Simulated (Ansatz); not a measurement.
The starting structures come from a database of crystals and need not be the phases stable at ambient conditions.

By PBEsol, the system below comes out a metal.

The ballistic (Sharvin) conductance counts the channels at the Fermi level: G/A = (e²/h) × channels of both spins per area.

Consider the following.

```yaml
crystal:
  lattice:
    - [4.36050, 0.00000, 0.00000]
    - [-2.18025, 3.77630, 0.00000]
    - [2.18025, 1.25877, 1.78017]
  atoms:
    - { symbol: Sb, position: [0.00000, 0.00000, 0.00000] }
```

The cell is taken as given; by PBEsol it stands under a pressure of -1.3 GPa.

The current flows along the normal of the first two printed cell vectors, the (111) plane of the conventional cell. No spin-orbit coupling; the value is a mean over 0.1 eV about the Fermi level.

Compute, with PBEsol (Ansatz, an electronic-structure program), the ballistic conductance per area.

1.2 × 10¹⁵ S/m² for both spins.
